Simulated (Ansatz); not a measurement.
GeP3: response to strain

Start from GeP$_{3}$ (space group R-3m, No. 166; a = 7.0462 Å, c = 9.4791 Å (hexagonal axes)). Axes: x lies along a and z along c of the hexagonal cell.

Strains are applied to the cell and any free atomic positions relax; under biaxial strain the out-of-plane vector relaxes too; under stress the whole cell relaxes.

The values are results of plane-wave PAW DFT at the PBEsol level (Ansatz, an electronic-structure program, 420 eV), no SOC, not measurements.

Notes on the quantities. pressure: mean of the normal stresses, compression positive; energy relative to the base: free energy F.

```tsv
change	pressure	energy relative to the base	volume per atom
base	0.0 GPa	0 meV/atom	16.98 Å³
biaxial strain +2.62 %, plane normal [001], relaxed out of plane	-2.6 GPa	+11 meV/atom	17.32 Å³
isotropic strain +1.49 %	-2.7 GPa	+6.7 meV/atom	17.75 Å³
tensor shear ε_yz = −1.65 %	0.1 GPa	+2.3 meV/atom	16.98 Å³
uniaxial stress, 8 GPa compression along z	–	+40 meV/atom	15.75 Å³
```

Without a gap, meshes like the base's 9×9×9 leave anisotropic stresses uncertain by several tenths of a GPa, and small strain energies with them. Beyond what the load breaks, stability against distortions was not tested. All final runs are without spin polarisation.
